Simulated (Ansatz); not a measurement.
The parent structure is Mg in the hcp (Mg type) structure (space group P6_3/mmc, No. 194; a = 3.173 Å, c = 5.182 Å).

Level of theory: r2SCAN in Ansatz (plane waves to 500 eV, PAW, no spin-orbit coupling).

One change was made to it. Results:

```json
[
 {"quantity": "shortest interatomic distance", "base": "3.173 Å", "after": "2.642 Å"},
 {"quantity": "c/a ratio", "base": "1.633", "after": "1.714"},
 {"quantity": "density", "base": "1.79 g/cm³", "after": "3.41 g/cm³"}
]
```

Which change produced these results?
A) Mg → Si
B) Mg → Y
C) Mg → Sc

A, Mg → Si. For comparison, the shortest interatomic distance in the other runs: Mg → Y gives 3.555 Å; Mg → Sc gives 3.230 Å.

Whether these cells are dynamically stable was not tested. For Si in this form, whether it has been made was not checked. The final runs are not spin-polarised. This is not the structure that Si has at room temperature and ambient pressure.

Ansatz is a first-principles code.
